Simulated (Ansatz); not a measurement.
# Contacts of Al

Plane-wave PAW runs of Ansatz (an electronic-structure program) at PBE, 420 eV, without spin–orbit coupling and spin-polarised for magnetic metals alone: periodic stacks cut from bulk faces, the metal strained to the host, one local minimum each, barriers from the potential line-up. PBE gaps are too small, so electron and hole barriers sum to less than measured.

```json
[
 {"metal face": "(1) Al (001)", "host face": "C-dia (001)", "atoms; faces of host | metal; metal's strain (%)": "104; C/C | Al/Al; -1.2", "hole barrier (eV)": "0.06", "electron barrier (eV)": "4.06"},
 {"metal face": "(2) Al (001)", "host face": "Si (001)", "atoms; faces of host | metal; metal's strain (%)": "24; Si/Si | Al/Al; -4.3", "hole barrier (eV)": "[?]", "electron barrier (eV)": "[?]"},
 {"metal face": "(3) Al (001)", "host face": "Si (111)", "atoms; faces of host | metal; metal's strain (%)": "60; Si/Si | Al/Al; -2.4", "hole barrier (eV)": "[?]", "electron barrier (eV)": "[?]"},
 {"metal face": "(4) Al (001)", "host face": "SiC-3C (001)", "atoms; faces of host | metal; metal's strain (%)": "74; C/C | Al/Al; -3.1", "hole barrier (eV)": "0.67", "electron barrier (eV)": "0.70"},
 {"metal face": "(5) Al (111)", "host face": "C-dia (110)", "atoms; faces of host | metal; metal's strain (%)": "116; C/C | Al/Al; +1.0", "hole barrier (eV)": "0.37", "electron barrier (eV)": "3.75"},
 {"metal face": "(6) Al (111)", "host face": "C-dia (111)", "atoms; faces of host | metal; metal's strain (%)": "68; C/C | Al/Al; +2.0", "hole barrier (eV)": "[?]", "electron barrier (eV)": "[?]"},
 {"metal face": "(7) Al (111)", "host face": "Si3N4-b (001)", "atoms; faces of host | metal; metal's strain (%)": "98; NSi/NSi | Al/Al; +1.3", "hole barrier (eV)": "1.04", "electron barrier (eV)": "3.22"},
 {"metal face": "(8) Al (111)", "host face": "SiO2-q (001)", "atoms; faces of host | metal; metal's strain (%)": "39; O/O | Al/Al; +1.4", "hole barrier (eV)": "2.73", "electron barrier (eV)": "2.95"}
]
```

Problem. Some entries are withheld; supply them.

Solution. 
- (2) Al (001), hole barrier (eV): 0.27
- (2) Al (001), electron barrier (eV): 0.34
- (3) Al (001), hole barrier (eV): 0.22
- (3) Al (001), electron barrier (eV): 0.39
- (6) Al (111), hole barrier (eV): 0.59
- (6) Al (111), electron barrier (eV): 3.53
